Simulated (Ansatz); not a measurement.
monolayer GeSe under biaxial strain: electron mass along y by PBE, rigid bands (plane waves, PAW, scalar-relativistic; Ansatz, a first-principles code). The unloaded cell, whose axes the loads refer to:

```cif
data_Ge2Se2
_chemical_formula_sum 'Ge2 Se2'
_space_group_name_H-M_alt 'P 1'
_space_group_IT_number 1
_cell_length_a 3.97348
_cell_length_b 4.27926
_cell_length_c 18.83059
_cell_angle_alpha 90.000
_cell_angle_beta 90.000
_cell_angle_gamma 90.000
loop_
_space_group_symop_operation_xyz
  'x, y, z'
loop_
_atom_site_label
_atom_site_type_symbol
_atom_site_fract_x
_atom_site_fract_y
_atom_site_fract_z
_atom_site_occupancy
Ge1 Ge 0.75000 0.89407 0.56429 1
Ge2 Ge 0.25000 0.39407 0.43571 1
Se1 Se 0.25000 0.48053 0.56912 1
Se2 Se 0.75000 0.98053 0.43088 1
```

```tsv
biaxial strain (%)	electron mass along y (mₑ)
-3	0.132
0	0.157
1	?
2	0.187
3	0.205
```

Question: Fit a straight line to ln(electron mass along y) against the load over the rows given, and predict the row at 1 %.

Answer: The means are x̄ = 0.500 % and ȳ = -1.7845; Σ(x − x̄)(y − ȳ) = 1.536 and Σ(x − x̄)² = 21.00, so the slope is 7.32 % per % of strain, and the rows given lie within 3.0 % of the line. At 1 % the line gives 0.174 mₑ; the calculation gives 0.170 mₑ, 2.4 % from it.

Masses are for dilute carriers at 300 K, harmonic means over directions unless an axis is named. Spin-orbit coupling is left out. The structure type is held at every load. Geometry: cell and atoms relaxed with PBE.
